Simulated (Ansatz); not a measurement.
Consider SnSe in the GeS type structure (space group Pnma, No. 62; a = 11.230 Å, b = 4.112 Å, c = 4.237 Å).

Perturbation: full substitution Se → S; the structure is relaxed again.

Levels (all Ansatz, a program for electronic structure, PAW): PBEsol-D3(BJ) (420 eV, no spin-orbit coupling); PBEsol+SOC (420 eV, noncollinear with spin-orbit coupling).

The geometry is relaxed with PBEsol-D3(BJ).

| Property | Result |
|---|---|
| PBEsol-D3(BJ) lowest conduction level above the VBM at special points | Γ 0.30 eV; Y 0.74 eV; U 0.96 eV; Z 1.18 eV |
| PBEsol-D3(BJ) width of the top valence band | 2.17 eV |
| PBEsol-D3(BJ) gap character | indirect, Γ–Z (83 % along) → Γ |
| PBEsol-D3(BJ) smallest direct gap | 0.79 eV |

Question: What does PBEsol+SOC give at this geometry for the lowest conduction level above the VBM at special points, width of the top valence band, gap character and smallest direct gap?

Answer: The lowest conduction level above the VBM at special points changes from Γ 0.30 eV; Y 0.74 eV; U 0.96 eV; Z 1.18 eV to Γ 0.28 eV; Y 0.71 eV; U 0.89 eV; Z 1.06 eV; the width of the top valence band shrinks by 0.03 eV, from 2.17 eV to 2.14 eV; the gap character stays indirect, Γ–Z (83 % along) → Γ; the smallest direct gap falls by 0.07 eV, from 0.79 eV to 0.72 eV.

Single points use the geometry relaxed with PBEsol-D3(BJ). Differences between runs with and without spin-orbit coupling are approximate. Whether these cells are dynamically stable was not tested. The D3 term's C6 switches between coordination references near this geometry, which can add small steps to energies. A zero or small gap of SnSe and SnS can be the functional's error rather than a property of the material.
